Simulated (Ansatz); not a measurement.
Consider the following.

End structure of a constructed model of the (0001) surface of hcp Hf, a pseudomorphic layer of Si in the host's stacking (bottom of the slab: a bare face, its two planes held):

```xyz
7
Lattice="3.2049 0.0000 0.0000 -1.6024 2.7755 0.0000 0.0000 0.0000 31.5000" Properties=species:S:1:pos:R:3 pbc="T T T"
Hf     1.6024     0.9252     8.2480
Hf     0.0000     1.8503    10.7816
Hf     1.6024     0.9252    13.3622
Hf     0.0000     1.8503    15.8711
Hf     1.6024     0.9252    18.4507
Hf     0.0000     1.8503    20.9470
Si     1.6024     0.9252    23.1404
```

Model: 7-atom slab, 15.0 Å thick at the start, 13x13x1 mesh, Fermi-Dirac 0.1 eV, dipole correction, 2 atoms held, the rest relaxed; symmetry of the start imposed; no spin, no spin-orbit, no U. It is one candidate, not shown to be the stable structure of the face.

**Question.** Give the work function of the top face at the level PBE (Ansatz, a program for electronic structure).

**Answer.** 5.15 eV
